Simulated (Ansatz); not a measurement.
TiSi2, pressure series

Take TiSi₂ (space group Fddd, No. 70) as the base.

```
TiSi2
1.0
    0.00000     4.13243     4.28241
    2.40310     0.00000     4.28241
    2.40310     4.13243     0.00000
Si Ti
4 2
Direct
  0.66301   0.33699   0.66301
  0.33699   0.66301   0.33699
  0.58699   0.91301   0.58699
  0.91301   0.58699   0.91301
  0.00000   0.00000   0.00000
  0.25000   0.25000   0.25000
```

Cell and atoms are relaxed at each pressure.

Method: Kohn–Sham DFT with the PBE functional, run in Ansatz (an electronic-structure program) with PAW and 420 eV plane waves, no spin-orbit coupling, earlier PAW set.

Notes on the quantities. enthalpy: H = E + PV relative to the base's energy.

```tsv
case	shortest interatomic distance	density	enthalpy
base	4.789 bohr	4.06 g/cm³	–
pressure 3 GPa	4.762 bohr	4.15 g/cm³	+0.26 eV/atom
pressure 7 GPa	___	___	+0.61 eV/atom
pressure 15 GPa	4.672 bohr	4.44 g/cm³	+1.27 eV/atom
pressure 30 GPa	4.585 bohr	4.74 g/cm³	+2.44 eV/atom
pressure 50 GPa	4.495 bohr	5.07 g/cm³	+3.91 eV/atom
pressure 75 GPa	4.405 bohr	5.43 g/cm³	+5.62 eV/atom
```

Some entries are withheld; estimate them.


- pressure 7 GPa, shortest interatomic distance: 4.729 bohr
- pressure 7 GPa, density: 4.25 g/cm³

Load acts through the strain it causes; cell and atoms are relaxed under it. Whether these cells are dynamically stable was not tested. Competing high-pressure phases were not computed. All final runs are without spin polarisation.
